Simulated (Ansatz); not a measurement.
# Response to strain in Ru2Si

Base system: Ru₂Si (space group Pnma, No. 62; a cell from a computed database, its experimental status unchecked).

```
CELL_PARAMETERS angstrom
      5.23488     0.00000     0.00000
      0.00000     3.99138     0.00000
      0.00000     0.00000     7.38719
ATOMIC_POSITIONS crystal
  Si 0.30152 0.25000 0.90132
  Si 0.69848 0.75000 0.09868
  Si 0.19848 0.75000 0.40132
  Si 0.80152 0.25000 0.59868
  Ru 0.51559 0.75000 0.78671
  Ru 0.48441 0.25000 0.21329
  Ru 0.98441 0.25000 0.28671
  Ru 0.01559 0.75000 0.71329
  Ru 0.83237 0.25000 0.93561
  Ru 0.16763 0.75000 0.06439
  Ru 0.66763 0.75000 0.43561
  Ru 0.33237 0.25000 0.56439
```

Cartesian axes are those of the cell as printed.

Strains are applied to the cell and any free atomic positions relax; under biaxial strain the out-of-plane vector relaxes too.

Computed with PBEsol/PAW in Ansatz (a quantum-chemistry and plane-wave program), no spin-orbit coupling.

Notes on the quantities. pressure: mean of the normal stresses, compression positive; energy relative to the base: free energy F.

```json
[
 {"variant": "base", "pressure": "0.0 GPa", "energy relative to the base": "0 meV/atom", "largest internal atomic displacement": "–", "volume per atom": "12.86 Å³"},
 {"variant": "biaxial strain −4.32 %, plane normal [001], relaxed out of plane", "pressure": "15.2 GPa", "energy relative to the base": "–", "largest internal atomic displacement": "–", "volume per atom": "12.31 Å³"},
 {"variant": "isotropic strain −4.80 %", "pressure": "59.4 GPa", "energy relative to the base": "+0.285 eV/atom", "largest internal atomic displacement": "0.034 Å", "volume per atom": "11.10 Å³"},
 {"variant": "isotropic strain −3.45 %", "pressure": "38.5 GPa", "energy relative to the base": "+140 meV/atom", "largest internal atomic displacement": "0.027 Å", "volume per atom": "11.58 Å³"},
 {"variant": "uniaxial strain ε_xx = −1.25 %", "pressure": "3.5 GPa", "energy relative to the base": "+2.7 meV/atom", "largest internal atomic displacement": "0.012 Å", "volume per atom": "12.70 Å³"}
]
```

Without a gap, meshes like the base's 7×9×5 leave anisotropic stresses uncertain by several tenths of a GPa, and small strain energies with them. Stability against distortions was not tested. The final runs are not spin-polarised.
